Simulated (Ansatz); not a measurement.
The starting structures come from a database of crystals and need not be the phases stable at ambient conditions.

 Where the default PAW files enter, the runs use the earlier of Ansatz's two default sets.

Data:

```xyz
10
Lattice="5.2848 0.0000 0.0000 -2.6424 5.0804 0.0000 2.6424 1.3744 4.3656" Properties=species:S:1:pos:R:3 pbc="T T T"
Li     0.0000     5.1384     1.5812
Li     5.2848     1.3164     2.7844
Nb     2.6424     3.0781     0.6304
Nb     2.6424     3.3767     3.7352
O      1.0358     1.6565     0.9434
O      4.2490     4.7983     3.4222
O      3.3346     2.1321     2.4542
O      1.9503     4.3227     1.9114
O      6.1993     2.6708     4.1655
O     -0.9145     3.7840     0.2001
```

Space group of this cell: R-3. The cell is taken as given; by r2SCAN its mean pressure is -8.9 GPa.

Calculation: r2SCAN (plane waves, PAW; Ansatz, an electronic-structure program).

The current runs along the normal of the first two printed vectors; no spin-orbit coupling. Scaled by the factor s: the length along the current (ions clamped). The meshes follow the cell: 8×6×8 and 6×6 across at s = 0.97, 8×8×8 and 6×6 across at s = 1.00, 8×6×8 and 6×6 across at s = 1.03.

```json
[
 {"s": "0.97", "mean pressure (GPa)": "-2.9", "slowest mid-gap decay constant κ (1/Å)": "?"},
 {"s": "1.00", "mean pressure (GPa)": "-8.9", "slowest mid-gap decay constant κ (1/Å)": "0.494"},
 {"s": "1.03", "mean pressure (GPa)": "-13.7", "slowest mid-gap decay constant κ (1/Å)": "0.479"}
]
```

**Question.** Take the slope of the slowest mid-gap decay constant κ against ln s from the two given rows, extrapolate to s = 0.97, and say what the run there gives.

**Answer.** Slope = (0.479 − 0.494) / ln 1.03 = -0.507 1/Å. The line gives 0.494 + (-0.507) × ln 0.97 = 0.509 1/Å. The run gives 0.488 1/Å, 0.021 1/Å under the line, 139 % of the predicted step.
